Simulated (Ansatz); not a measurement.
Output of an Ansatz run (abridged):

```
WARN ansatz: RAYON_NUM_THREADS=1 ignored (pool sized by the plan → 1); use --threads N
basis.fft_grid_basis auto: the FFT boxes are laid along the combinations [[1, 0, 1], [0, 1, 1], [0, 0, 1]] of the cell's own vectors, 3.244, 3.020 and 7.179 Å …
Pseudopotentials: kind: paw
Pseudopotential: Ti, paw, valence charge 12
Pseudopotential: B, paw, valence charge 3
Crystal: 7 atoms, lattice volume = 66.889 Å³
Basis set: ecut = 420 eV, 1287 PW (Γ), FFT grids on a1+a3, a2+a3, a3, exchange–correlation on 48×48×96 points (8 copies of the dense FFT grid, shifted against one another)
Bands: 31, of which v1, the nominal top of the filled ones, is band 24 counted from 1 (23 counted from 0)
Symmetry: 4 space group operations
Space group: Imm2 (ITA 44), of the structure as read, at distance tolerance 4.1e-5 Å
k-points: 125 of 729 (time reversal used)
PAW frozen core: Ti, regenerated for the run's functional, and the local potential with it
PAW frozen core: B, regenerated for the run's functional, and the local potential with it
Initial density: superposition of atomic densities (neutral atoms: chi_scale 0, normalization atom), corrected by the library's trained network
Initial wavefunctions: pseudopotential atomic-orbital guess
Eigensolver: davidson
Functional: x = pbesol(κ = 0.804, μ = 0.12345679012345678), c = pbesol(β = 0.046)
SCF iter   1: F=—  HF=-8039.361103 eV  |F-HF|=—  |Δ(HF+E_count)|=         —  Δρ=9.49e-3  dr2=1.96e-1  ethr=1.77e-3  ⟨swp⟩=5.0  Hψ=15583  notcnv=0  defer=15
all-band conjugate gradients solve this SCF's bands
preconditioner: auto → Kerker (q_TF=auto, 2.582 Å⁻¹)
SCF iter   2: F=—  HF=-8039.343006 eV  |F-HF|=—  |Δ(HF+E_count)|=   1.81e-2  Δρ=5.04e-3  dr2=6.95e-2  ethr=4.07e-4  ⟨swp⟩=2.0  Hψ=5258  notcnv=0  defer=154
SCF iter   3: F=—  HF=-8039.333855 eV  |F-HF|=—  |Δ(HF+E_count)|=   9.15e-3  Δρ=7.17e-4  dr2=1.03e-3  ethr=1.45e-4  ⟨swp⟩=2.1  Hψ=4375  notcnv=0  defer=154
SCF iter   4: F=—  HF=-8039.333665 eV  |F-HF|=—  |Δ(HF+E_count)|=   1.90e-4  Δρ=2.49e-4  dr2=8.07e-5  ethr=2.15e-6  ⟨swp⟩=2.1  Hψ=4826  notcnv=0  defer=154
SCF iter   5: F=—  HF=-8039.333618 eV  |F-HF|=—  |Δ(HF+E_count)|=   4.63e-5  Δρ=6.51e-5  dr2=4.79e-6  ethr=1.68e-7  ⟨swp⟩=2.0  Hψ=4941  notcnv=0  defer=225
SCF iter   6: F=—  HF=-8039.333617 eV  |F-HF|=—  |Δ(HF+E_count)|=   1.17e-6  Δρ=1.57e-5  dr2=3.55e-7  ethr=9.99e-9  ⟨swp⟩=2.2  Hψ=5173  notcnv=0  defer=228
SCF iter   7: F=-8039.333617 eV  HF=-8039.333617 eV  |F-HF|=5.16e-9  |Δ(HF+E_count)|=   4.40e-8  Δρ=3.16e-6  dr2=8.25e-9  ethr=2.08e-10  ⟨swp⟩=9.3  Hψ=14996  notcnv=0
SCF 1 converged in 7 iterations: F = -8039.333617 eV  dr2 = 8.25e-9
SCF converged after 7 iterations
Free energy (F): -8039.333617 eV
Harris-Foulkes:  -8039.333617 eV  (|F-HF|=5.16e-9)
Internal energy: -8039.323948 eV  (E = F + TS)
E sigma→0 (E₀):  -8039.328782 eV
Entropy (-TS):   -0.009670 eV (-1.381 meV/atom)
Fermi energy:    14.381474 eV
--- Per-component energies (eV) ---
  E_band       = -324.398110
  E_kinetic    = 1022.531037
  E_local      = -2337.568226  (includes V_loc(G=0)·N_el)
  E_nonlocal   = 68.353103
  E_hartree    = 984.775984
  E_xc         = -425.412531
  E_vxc        = -526.717747  (∫ρ·V_xc dr)
  E_paw        = -3368.305215  (= ΣΔE_a)
  E_vpaw       = -520.549679  (= ΣTr[D̂ρ^β])
  E_aug_tail   = 0.000313  (compensation charges beyond the density's cutoff)
  E_ewald      = -3984.175409
  E_core_change = 0.476997  (= ΣΔE_core)
  E_smearing   = -0.009670  (= −TS)
  E_closure    = -0.000000  (closes the sum)
  Σ components = -8039.333617   (vs F -8039.333617, Δ=0.00e0)
--- Forces (eV/Å), atoms counted from 1 ---
  atom   1  Ti     0.00000000    -0.00000000    -0.86264429
  atom   2  Ti    -0.00000000     0.00000000     0.21813447
  atom   3  Ti    -0.00000000    -0.00000000     0.14160591
  atom   4  B     -0.00000000     0.00000000     0.03876108
  atom   5  B      0.00000000    -0.00000000     0.15204847
  atom   6  B      0.00000000     0.00000000     0.03257137
  atom   7  B      0.00000000    -0.00000000     0.27953084
  max |Σ_I F_I| component: 7.85e-6 eV/Å
--- Stress (GPa, compression-positive) ---
        0.104507       0.000000       0.000000
        0.000000      -3.398004      -0.000000
        0.000000      -0.000000      -0.744316
  P = ⅓ Tr σ = -1.3459 GPa (-13.459 kbar)
  The stress holds the Pulay correction. Without it, at fixed plane waves, as pw.x and ABINIT print it: P = -1.5009 GPa
--- Band table (eV; the first three rows and the last of 125) ---
  k-point 0: bands = ["-41.8135", "-41.4842", "-41.3472", "-18.2553", "-18.2417", "-18.0400", "-17.9820", "-17.9353", "-17.7507", "-17.6704", "-17.6292", "-17.5306", "2.2115", "4.6645", "6.8736", "10.9588", "12.0341", "12.1615", "12.2114", [...]
  k-point 1: bands = ["-41.8083", "-41.4728", "-41.3493", "-18.2723", "-18.2385", "-18.0902", "-17.9647", "-17.9492", "-17.7806", "-17.6869", "-17.6121", "-17.5654", "2.5369", "4.8345", "7.2339", "10.8872", "11.0597", "11.4154", "11.8912", [...]
  k-point 2: bands = ["-41.7952", "-41.4446", "-41.3539", "-18.3132", "-18.2247", "-18.1804", "-17.9844", "-17.9703", "-17.8288", "-17.7249", "-17.6387", "-17.6009", "3.3997", "5.3198", "8.0211", "9.5414", "10.3732", "10.5819", "11.6955", "11.8188", [...]
  k-point 124: bands = ["-41.8095", "-41.4792", "-41.3463", "-18.2671", "-18.2520", "-18.0794", "-17.9215", "-17.9023", "-17.8138", "-17.6759", "-17.6457", "-17.5562", "2.5692", "4.2474", "7.7799", "10.5517", "11.0614", "11.7750", "11.9987", [...]
```

The structure:

```
CELL_PARAMETERS angstrom
     -1.51006     1.62176     6.82834
      1.51006    -1.62176     6.82834
      1.51006     1.62176    -6.82834
ATOMIC_POSITIONS crystal
  Ti 0.18906 0.68906 0.50000
  Ti 0.81460 0.31460 0.50000
  Ti 0.00000 0.00000 0.00000
  B  0.36822 0.86822 0.50000
  B  0.63178 0.13178 0.50000
  B  0.43567 0.43567 0.00000
  B  0.56433 0.56433 0.00000
```

**Question.** Reconstruct the input of this run.

**Answer.** Other spellings and defaults could give the same log, and not every line can be read from it. The input that was run (DFT, PBEsol, plane waves, default PAW files made with PBE):

Ansatz 0.2 input:
```yaml
# Ti3B4
crystal:
  lattice:
    - [-1.510057, 1.621760, 6.828337]
    - [1.510057, -1.621760, 6.828337]
    - [1.510057, 1.621760, -6.828337]
  atoms:
    - { symbol: Ti, position: [0.189061, 0.689061, 0.500000] }
    - { symbol: Ti, position: [0.814600, 0.314600, 0.500000] }
    - { symbol: Ti, position: [0.000000, 0.000000, 0.000000] }
    - { symbol: B, position: [0.368220, 0.868220, 0.500000] }
    - { symbol: B, position: [0.631780, 0.131780, 0.500000] }
    - { symbol: B, position: [0.435670, 0.435670, 0.000000] }
    - { symbol: B, position: [0.564330, 0.564330, 0.000000] }
basis:
  ecutwfc: 420.0
kpoints:
  mp_grid: { grid: [9, 9, 9] }
hamiltonian:
  xc: pbesol
  pseudopotentials: { kind: paw }
scf:
  occupations: { method: gaussian, width: 0.1 }
output:
  forces: true
  eigenvalues: true
  stress: true
```

The starting cell comes from a database of computed structures (which also holds hypothetical and non-ambient phases and stackings), without a prior relaxation at this level. Its lattice was rescaled by up to half a per cent. One atom was moved a little off its site on purpose. Spin polarisation is off. Ansatz's pressure includes its estimate of the finite-basis (Pulay) stress.

Ansatz is a first-principles code.
